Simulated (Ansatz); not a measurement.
Pressure series in hypothetical diamond V

Base system: V in the diamond structure (space group Fd-3m, No. 227; a = 5.467 Å; ferromagnetic; a hypothetical phase, not in the database extracts checked).

Cell and atoms are relaxed at each pressure.

Calculations: PBE, PAW, 420 eV (Ansatz, a quantum-chemistry and plane-wave program; without spin-orbit coupling).

| P (GPa) | V (Å³/atom) |
|---|---|
| -1.99 | 21.164 |
| -0.99 | 20.781 |
| 0.30 | 20.327 |
| 0.70 | 20.195 |
| 1.51 | 19.940 |
| 3.00 | 19.500 |
| 5.00 | 18.969 |
| 7.50 | 18.370 |
| 10.01 | 17.815 |

A third-order Birch–Murnaghan fit to these points gives V₀ = 20.43 Å³/atom, B₀ = 60 GPa and B₀′ = 2.9. At pressure 10 GPa the volume is 87.2 % of V₀.

The magnetic state is the one reached from the starting moments; the real material's order can differ, and small cells can't hold many antiferromagnetic ones. Load acts through the strain it causes; cell and atoms are relaxed under it. Whether these cells are dynamically stable was not tested. No other phases were tried under pressure.
